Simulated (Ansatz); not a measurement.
For diamond Si at 350 K, quasi-harmonic approximation with LDA in Ansatz (a first-principles code) gives a volume expansion coefficient α_V = 8.54 × 10⁻⁶ K⁻¹, an isothermal bulk modulus B_T = 92.7 GPa, a molar volume V_m = 11.934 cm³/mol and C_V = 21.08 J/(mol K). 

Q: Work out the Grüneisen parameter, C_P and the adiabatic bulk modulus.

A: γ = α_V B_T V_m / C_V = 0.45. C_P − C_V = α_V² B_T V_m T = 0.03 J/(mol K), so C_P = 21.11 J/(mol K). B_S = B_T C_P/C_V = B_T (1 + α_V γ T) = 92.8 GPa.
